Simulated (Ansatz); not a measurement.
Consider SnO (space group P4/nmm, No. 129; a = 3.837 Å, c = 4.759 Å; layered, stacked along the Cartesian z axis). Axes: x, y, z lie along a, b, c of the conventional cell.

Calculations: PBE-D3(BJ) (Ansatz, a first-principles code), no SOC.

For the base:

```
Quantity                         Value
-----------------------------  -------
Shortest interatomic distance  2.241 Å
Pressure                       0.0 GPa
```

Perturbation: uniaxial strain ε_zz = −2.40 %, all other strain components held at zero; the atoms relax in the strained cell.

**Question.** Estimate the effect on the largest internal atomic displacement.

**Answer.** The largest internal atomic displacement comes out as 0.022 Å.

**Question.** Predict the new energy relative to the base.

**Answer.** The energy goes up by 1.4 meV/atom.

**Question.** Estimate the effect on the shortest interatomic distance.

**Answer.** The shortest interatomic distance decreases by 0.003 Å (2.241 Å → 2.238 Å).

**Question.** What happens to the pressure?

**Answer.** The pressure (mean of the normal stresses, compression positive) goes from zero to 0.6 GPa.

Stability against distortions was not tested. All final runs are without spin polarisation.
